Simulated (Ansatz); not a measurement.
## CdSe: energy against strain

CdSe (wurtzite, P6_3mc, 29.754 Å³/atom at rest, c along z) under an equal strain ε in the (0001) plane with the normal axis free, as in a coherent film. PBE in Ansatz, a plane-wave DFT program (PAW, default set), 420 eV, 9×9×5 Γ-centred mesh, Fermi-Dirac smearing 0.05 eV; ions are relaxed within the symmetry of each cell.

Here s stands for strain and y for E less E0.

| strain (%) | E less E0 (meV/atom) |
|---|---|
| -1.20 | 2.09 |
| -0.60 | 0.52 |
| 0.00 | 0.00 |
| 0.60 | 0.51 |
| 1.20 | 2.02 |
| 3.00 | ? |

Q: Using a parabola, estimate the missing y at s = 3.00 from the other rows, showing the fit.

A: Least squares gives y = 0.001 - 0.0250·s + 1.4266·s². Residuals (row less fit): 0.005, -0.010, -0.001, 0.010, -0.005; standard error 0.011 (degrees of freedom: 2). Twice the quadratic coefficient over the volume, 2 × 1.4266 meV × 10⁴ × 0.1602 / 29.754 Å³, is twice the biaxial elastic modulus of this plane = 154 ± 0.9 GPa. At the withheld row, y = 0.001 - 0.0250 × 3.0 + 1.4266 × 3.0² = 12.765 meV/atom. The calculation gives 12.28 meV/atom, 0.485 meV/atom below the prediction (3.9 % of the range of y in the table). The row lies outside the fitted rows, so this is an extrapolation. From the scatter of the fitted rows alone, a prediction at this place has a standard error of 0.072 meV/atom, so the miss is 6.7 times that.

One order more, fitted to all 11 runs of the series, follows each within 0.01, so the miss is the next term of a smooth law. Rows are the converged runs of the series near zero and its far end; series whose fitted rows scatter by over a few per cent of the range, as at a crossing or softening among them, aren't shown in this form. Most that stay on the fit to the last digits aren't either.
